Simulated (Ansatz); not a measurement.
The parent structure is Pt in the fcc (Cu type) structure (space group Fm-3m, No. 225; relaxed with 0.1 eV smearing).

```
Pt
1.0
    0.00000     1.97088     1.97088
    1.97088     0.00000     1.97088
    1.97088     1.97088     0.00000
Pt
1
Cartesian
  0.00000   0.00000   0.00000
```

Cartesian axes are those of the cell as printed.

Calculations: r2SCAN/PAW in Ansatz (a first-principles code), no SOC.

Before the change:

| Property | Result |
|---|---|
| Shortest interatomic distance | 2.787 Å |

Modification: uniaxial strain ε_zz = −1.00 %, all other strain components held at zero; the atoms relax in the strained cell.

Problem. Estimate the effect on the energy relative to the base.

Solution. The energy grows by 1.6 meV/atom.

Problem. Estimate the effect on the stress.

Solution. The stress (xx, yy, zz, yz, xz, xy; compression positive) amounts to (2.5, 2.5, 3.4, 0.0, 0.0, 0.0) GPa.

Problem. How does this affect the shortest interatomic distance?

Solution. The shortest interatomic distance decreases by 0.014 Å, from 2.787 Å to 2.773 Å.

No phonon test of stability was made. All final runs are without spin polarisation.
